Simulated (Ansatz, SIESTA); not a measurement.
An Ansatz (an electronic-structure program) input for a self-consistent single point of SiO₂ (P4_2/mnm, 6 atoms in the cell) (DFT, PBE, plane waves, default PAW files):

Ansatz 0.2 input:
```yaml
crystal:
  lattice:
    - [4.29285800, 0.00000000, 0.00000000]
    - [0.00000000, 4.29285800, 0.00000000]
    - [0.00000000, 0.00000000, 2.73146800]
  atoms:
    - { symbol: Si, position: [0.50000000, 0.50000000, 0.50000000] }
    - { symbol: Si, position: [0.00000000, 0.00000000, 0.00000000] }
    - { symbol: O, position: [0.69316000, 0.69316000, 0.00000000] }
    - { symbol: O, position: [0.30684000, 0.30684000, 0.00000000] }
    - { symbol: O, position: [0.80684000, 0.19316000, 0.50000000] }
    - { symbol: O, position: [0.19316000, 0.80684000, 0.50000000] }
basis:
  ecutwfc: 420.0
kpoints:
  mp_grid: { grid: [8, 8, 12] }
hamiltonian:
  xc: pbe
  pseudopotentials: { kind: paw }
scf:
  occupations: { method: fixed }
output:
  forces: true
  eigenvalues: true
  stress: true
```

**Question.** Give the SIESTA input for the same structure, mesh, smearing and functional.

**Answer.** One input that does it (others would too):

```
# files in the folder: Si.psml O.psml (PseudoDojo PBE standard)
SystemName  SiO2
SystemLabel sio2

NumberOfAtoms                6
NumberOfSpecies              2
%block ChemicalSpeciesLabel
  1 14 Si
  2 8 O
%endblock ChemicalSpeciesLabel
LatticeConstant              1.0 Ang
%block LatticeVectors
     4.292858000    0.000000000    0.000000000
     0.000000000    4.292858000    0.000000000
     0.000000000    0.000000000    2.731468000
%endblock LatticeVectors
AtomicCoordinatesFormat      ScaledCartesian
%block AtomicCoordinatesAndAtomicSpecies
     2.146429000    2.146429000    1.365734000  1
     0.000000000    0.000000000    0.000000000  1
     2.975637451    2.975637451    0.000000000  2
     1.317220549    1.317220549    0.000000000  2
     3.463649549    0.829208451    1.365734000  2
     0.829208451    3.463649549    1.365734000  2
%endblock AtomicCoordinatesAndAtomicSpecies

XC.functional                GGA
XC.authors                   PBE
PAO.BasisSize                DZP
PAO.EnergyShift              0.005 Ry
MeshCutoff                   400 Ry
%block kgrid.MonkhorstPack
    8   0   0  0.0
    0   8   0  0.0
    0   0  12  0.0
%endblock kgrid.MonkhorstPack
OccupationFunction           FD
ElectronicTemperature        10 K

MaxSCFIterations             150
SCF.Mixer.Method             Pulay
SCF.Mixer.Weight             0.25
SCF.Mixer.History            6
SCF.DM.Tolerance             1.0E-05
Diag.ParallelOverK           true
WriteForces                  true
```

Basis, cutoffs, solver keys and any potentials are the target program's own. This input uses DFT, GGA PBE, numerical atomic orbitals DZP, PseudoDojo PBE standard norm-conserving potentials (rewritten from UPF to PSML).

The starting cell comes from a database of computed structures (which also holds hypothetical and non-ambient phases and stackings), without a prior relaxation at this level. Its lattice was rescaled by a random factor within 2.5 % of one.
